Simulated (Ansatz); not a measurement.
# What each level gives and costs: SiGeN2O (P2_1, 10 atoms in the cell)

Cell: a = 5.2944 Å, b = 4.9238 Å, c = 5.2989 Å, α = 90.00°, β = 116.92°, γ = 90.00°.

Program: Ansatz (a first-principles code), default PAW files made with PBE; each row names its functional.

Base settings: basis.ecutwfc = 30.9 Ry; kpoints.mp_grid.grid = 3 3 3; hamiltonian.xc = hse06; hamiltonian.pseudopotentials = {kind: paw} (the program's default PAW files); scf.occupations.method = fermi_dirac; scf.occupations.width = 0.0007 Ry.

Differences are taken from HSE06, a reference of convenience: it is no measurement, and no ranking of the functionals follows.

Core times come from one kind of shared machine and are given to one figure; runs under 30 s give none.

The starting cell comes from a database of computed structures (which also holds hypothetical and non-ambient phases and stackings), without a prior relaxation at this level. Its lattice was rescaled by a random factor within 2.5 % of one. In the base run, with a pressure of about 5 GPa the cell is away from its equilibrium volume at this level. Ansatz's pressure includes its estimate of the finite-basis (Pulay) stress.

```tsv
level	gap on the mesh less reference (eV)	pressure less reference (GPa)	largest difference in the force on any atom (eV/Å)	core time / reference (rough)
PBEsol	-1.652	2.01	0.296	–
PBE0	0.750	-0.12	0.007	0.9
HSE06	0.000	0.00	0.000	1
```

PBEsol ran in under 30 s, against roughly 200 s for HSE06.

Keys are those of Ansatz 0.2.
